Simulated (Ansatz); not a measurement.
The starting structures come from a database of crystals and need not be the phases stable at ambient conditions.

Tunnelling through a barrier is set by its complex band structure: the current falls as exp(−2κd) with the smallest κ.

Data:

```xyz
10
Lattice="7.0346 0.0000 0.0000 0.0000 7.2673 0.0000 3.5173 3.6336 7.1414" Properties=species:S:1:pos:R:3 pbc="T T T"
Ba     3.5173     9.4195     5.1894
Ba     7.0346     1.4814     1.9520
Ba     3.5173     5.7859     1.9520
Ba     7.0346     5.1151     5.1894
Zn     5.2760     7.2673     7.1414
Zn     5.2760     3.6336     0.0000
Sb     3.5173     2.1453     1.5741
Sb     7.0346     8.7556     5.5673
Sb     3.5173     5.7790     5.5673
Sb     7.0346     5.1220     1.5741
```

Space group of this cell: Ibam. The cell is taken as given.

Transport runs along the normal of the first two printed cell vectors.

No gap correction and no spin-orbit coupling; mid-gap values are interpolated between computed energies.

Q: Compute, with Ansatz (a program for electronic structure) with r2SCAN, the band gap and the smallest decay constant κ at mid-gap.

A: Gap 0.61 eV on a 6×6×6 mesh; κ = 0.091 1/Å, at the zone centre.
